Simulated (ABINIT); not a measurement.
# Input and output of a self-consistent single point for Zr3Cu (Pm-3m, 4 atoms in the cell) (ABINIT)

Level of theory: PBEsol, PAW (JTH v2.0 PBE PAW, files made for PBE) (plane waves; ABINIT 10.0.3).

This input was run:

```
# Zr3Cu, JTH v2.0 PBE PAW
pp_dirpath "./"
pseudos "Zr.GGA_PBE-JTH.xml, Cu.GGA_PBE-JTH.xml"
acell 3*1.0 Angstrom
rprim
         4.2084750000    0.0000000000    0.0000000000
         0.0000000000    4.2084750000    0.0000000000
         0.0000000000    0.0000000000    4.2084750000
natom 4
ntypat 2
znucl 40 29
typat 1 1 1 2
xred
         0.5000000000    0.5000000000    0.0000000000
         0.0000000000    0.5000000000    0.5000000000
         0.5000000000    0.0000000000    0.5000000000
         0.0000000000    0.0000000000    0.0000000000
ecut 30
pawecutdg 60
ixc -116133
occopt 3
tsmear 0.1 eV
nband 36
kptopt 1
ngkpt 5 5 5
nshiftk 1
shiftk 0 0 0
nstep 80
tolvrs 1.0e-10
prtwf 0
prtden 0
```

The program printed (abridged):

```
 Symmetries : space group Pm -3 m (#221); Bravais cP (primitive cubic)

 -outvars: echo values of preprocessed input variables --------
            acell      1.8897261329E+00  1.8897261329E+00  1.8897261329E+00 Bohr
             ecut      3.00000000E+01 Hartree
              ixc     -116133
         kptrlatt        5    0    0      0    5    0      0    0    5
          kptrlen      3.97643259E+01
            natom           4
            nband          36
            ngfft          40      40      40
          ngfftdg          60      60      60
             nkpt          10
            nstep          80
             nsym          48
           ntypat           2
           occopt           3
        pawecutdg      6.00000000E+01 Hartree
            rprim      4.2084750000E+00  0.0000000000E+00  0.0000000000E+00
                       0.0000000000E+00  4.2084750000E+00  0.0000000000E+00
                       0.0000000000E+00  0.0000000000E+00  4.2084750000E+00
          spgroup         221
           tolvrs      1.00000000E-10
           tsmear      3.67493254E-03 Hartree
            typat      1  1  1  2
           useylm           1
             xred      5.0000000000E-01  5.0000000000E-01  0.0000000000E+00
                       0.0000000000E+00  5.0000000000E-01  5.0000000000E-01
                       5.0000000000E-01  0.0000000000E+00  5.0000000000E-01
                       0.0000000000E+00  0.0000000000E+00  0.0000000000E+00
            znucl       40.00000   29.00000

== DATASET  1 ==================================================================

 Real(R)+Recip(G) space primitive vectors, cartesian coordinates (Bohr,Bohr^-1):
 R(1)=  7.9528652  0.0000000  0.0000000  G(1)=  0.1257408  0.0000000  0.0000000
 R(2)=  0.0000000  7.9528652  0.0000000  G(2)=  0.0000000  0.1257408  0.0000000
 R(3)=  0.0000000  0.0000000  7.9528652  G(3)=  0.0000000  0.0000000  0.1257408
 Unit cell volume ucvol=  5.0300333E+02 bohr^3
 Angles (23,13,12)=  9.00000000E+01  9.00000000E+01  9.00000000E+01 degrees

 Coarse grid specifications (used for wave-functions):

 getcut: wavevector=  0.0000  0.0000  0.0000  ngfft=  40  40  40
         ecut(hartree)=     30.000   => boxcut(ratio)=   2.03991

 Fine grid specifications (used for densities):

 getcut: wavevector=  0.0000  0.0000  0.0000  ngfft=  60  60  60
         ecut(hartree)=     60.000   => boxcut(ratio)=   2.16365

   4.62053982E+03                                ecore*ucvol(ha*bohr**3)

_setup2: Arith. and geom. avg. npw (full set) are    3945.912    3945.881

--- !BeginCycle
solver: {iscf: 17, nstep: 80, nline: 4, wfoptalg: 10, }
tolerances: {tolvrs: 1.00E-10, }
...

     iter   Etot(hartree)      deltaE(h)  residm     nres2
 ETOT  1  -332.05089198716    -3.321E+02 3.681E+01 9.013E+01
 ETOT  2  -340.54867012172    -8.498E+00 9.110E-02 8.663E+01
 ETOT  3  -340.38899915301     1.597E-01 6.782E-02 2.489E+01
 ETOT  4  -340.37084565434     1.815E-02 1.574E-02 6.705E+00
 ETOT  5  -340.37514497341    -4.299E-03 2.175E-02 1.506E+01
 ETOT  6  -340.36192708989     1.322E-02 1.728E-02 5.954E-01
   [... 10 lines left out ...]
 ETOT 17  -340.36230244360    -1.546E-11 6.577E-05 5.082E-08
 ETOT 18  -340.36230244358     2.518E-11 6.389E-05 2.356E-09
 ETOT 19  -340.36230244359    -9.834E-12 5.631E-05 1.167E-09
 ETOT 20  -340.36230244357     1.944E-11 3.662E-05 2.705E-10
 ETOT 21  -340.36230244356     6.651E-12 4.751E-05 1.689E-11

 At SCF step   21       nres2   =  1.69E-11 < tolvrs=  1.00E-10 =>converged.

 Cartesian components of stress tensor (hartree/bohr^3)
  sigma(1 1)= -1.07184344E-04  sigma(3 2)=  0.00000000E+00
  sigma(2 2)= -1.07184344E-04  sigma(3 1)=  0.00000000E+00
  sigma(3 3)= -1.07184344E-04  sigma(2 1)=  0.00000000E+00

 ----iterations are completed or convergence reached----

 reduced coordinates (array xred) for    4 atoms
       0.500000000000      0.500000000000      0.000000000000
       0.000000000000      0.500000000000      0.500000000000
       0.500000000000      0.000000000000      0.500000000000
       0.000000000000      0.000000000000      0.000000000000
 cartesian forces (eV/Angstrom) at end:
    1     -0.00000000000000    -0.00000000000000    -0.00000000000000
    2     -0.00000000000000    -0.00000000000000    -0.00000000000000
    3     -0.00000000000000    -0.00000000000000    -0.00000000000000
    4     -0.00000000000000    -0.00000000000000    -0.00000000000000
 frms,max,avg= 0.0000000E+00 0.0000000E+00   0.000E+00  0.000E+00  0.000E+00 e/A
 length scales=  1.889726132886  1.889726132886  1.889726132886 bohr
              =  1.000000000000  1.000000000000  1.000000000000 angstroms
 Fermi (or HOMO) energy (hartree) =   0.41436   Average Vxc (hartree)=  -0.43462
 Eigenvalues (hartree) for nkpt=  10  k points:
 kpt#   1, nband= 36, wtk=  0.00800, kpt=  0.0000  0.0000  0.0000 (reduced coord)
  -3.71117   -2.14931   -2.14931   -2.14931   -1.35912   -1.34672   -1.34672   -0.57229
  -0.57229   -0.57229   -0.54279   -0.54279   -0.54279   -0.52715   -0.52715   -0.52715
   0.18474    0.26522    0.28161    0.28161    0.29446    0.29446    0.29446    0.37611
   0.37611    0.37611    0.39736    0.39736    0.52839    0.52839    0.52839    0.54305
   0.54305    0.54305    0.60908    0.60908
      occupation numbers for kpt#   1
   2.00000    2.00000    2.00000    2.00000    2.00000    2.00000    2.00000    2.00000
   2.00000    2.00000    2.00000    2.00000    2.00000    2.00000    2.00000    2.00000
   2.00000    2.00000    2.00000    2.00000    2.00000    2.00000    2.00000    1.99994
   1.99994    1.99994    1.98061    1.98061    0.00000    0.00000    0.00000    0.00000
   0.00000    0.00000    0.00000    0.00000
 prteigrs : prtvol=0 or 1, do not print more k-points.

--- !EnergyTerms
comment             : Components of total free energy in Hartree
kinetic             :  4.76788492515846E+01
hartree             :  7.82155123142036E+01
xc                  : -2.29886999473343E+01
Ewald energy        : -2.23200373457584E+02
psp_core            :  9.18590301462255E+00
local_psp           : -2.30128056314777E+02
spherical_terms     :  8.79930012855372E-01
internal            : -3.40356935126428E+02
'-kT*entropy'       : -5.36634538736696E-03
total_energy        : -3.40362301471816E+02
total_energy_eV     : -9.26172923682262E+03
...

-Cartesian components of stress tensor (GPa)         [Pressure=  3.1535E+00 GPa]
- sigma(1 1)= -3.15347173E+00  sigma(3 2)=  0.00000000E+00
- sigma(2 2)= -3.15347173E+00  sigma(3 1)=  0.00000000E+00
- sigma(3 3)= -3.15347173E+00  sigma(2 1)=  0.00000000E+00

 Calculation completed.
```

The run converged in 21 iterations.

The starting cell comes from a database of computed structures (which also holds hypothetical and non-ambient phases and stackings), without a prior relaxation at this level. Its lattice was rescaled by a random factor within 2.5 % of one. Spin polarisation is off. The potentials were made for another functional than the one used. With a pressure of about 3 GPa the cell is away from its equilibrium volume at this level.

These are the values that this program gave, and no reference: the one-centre exchange-correlation terms come from a truncated expansion.

Cost on one core of a shared machine: roughly 3 min.
